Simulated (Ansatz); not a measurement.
# Surface dipole against coverage: Na on fcc Rh (100)

One Na atom in each cell of a four-layer slab of fcc Rh (100), started at a fourfold hollow site; the adatom and the upper two layers relax, with a dipole correction. Δφ is the change of the top face's work function against the clean slab's 5.07 eV. By the Helmholtz relation an adatom's dipole is μ = |Δφ|/(0.377 eV × n) in debye, for n adatoms per nm². In Topping's model neighbouring dipoles depolarise each other, so that 1/μ = (1 + 9α·n^(3/2))/μ0 is a line in x = n^(3/2). The numbers are results of PBE (plane waves to 420 eV, PAW; Ansatz, an electronic-structure program), not measurements. All cells sample the k points of the 1×1 cell's 12×12×1 mesh, with Fermi-Dirac smearing of 0.1 eV (energies taken to zero smearing), without spin polarisation or spin-orbit coupling.

| cell | x (nm⁻³) | 1/μ (1/D) | n (nm⁻²) | Δφ (eV) |
|---|---|---|---|---|
| 4×3 | 1.22 | 0.309 | 1.14 | -1.39 |
| 3×3 | 1.86 | 0.321 | 1.51 | -1.77 |
| 4×2 | 2.22 | 0.342 | 1.70 | -1.87 |
| 3×2 | 3.42 | 0.367 | 2.27 | -2.33 |
| 2×2 | 6.30 | ? | 3.41 | ? |

The 4 complete rows are fitted with a straight line, 1/μ against x. With u = x - 2.2, the rows have u = -0.9800, -0.3400, 0.0200, 1.2200. Means: u -0.020000, 1/μ 0.3347. About the means, the sum of products is 0.069400 and the sum of squares of u is 2.5632; the slope is their ratio. Least squares gives 1/μ = 0.3353 + 0.02708·u. Residuals (row less fit): 0.0002, -0.0051, 0.0062, -0.0013; standard error 0.0057 (degrees of freedom: 2). At x = 0 the line gives 1/μ0 = 0.276, so a lone adatom carries about 3.6 D, its positive end outward; slope over intercept is 9α, which puts α at roughly 11 Å³, a figure that hangs on Δφ's last digit.

Question: What does the fit predict for 1/μ at x = 6.30, and how far is the calculated value from it?

Answer: u = 4.1000, so 1/μ = 0.3353 + 0.02708 × 4.1000 = 0.4463 1/D. The calculation gives 0.435 1/D, 0.0113 1/D below the prediction (9.0 % of the range of 1/μ in the table). The row lies outside the fitted rows, so this is an extrapolation.

The model takes a square or triangular net of point dipoles; the 4×2, 3×2 and 4×3 nets are stretched, and dense layers bond among themselves. Only series are tabulated where Δφ keeps its sign and exceeds 0.12 eV, and the fitted rows scatter about the line by under a tenth of the table's range (standard error).

As a change of work function, the prediction is 0.377 × 3.41/0.446 = 2.88 eV in size, against 2.95 eV from the run.

Each row is one calculation, so residuals can be the form's limits or numerical noise.
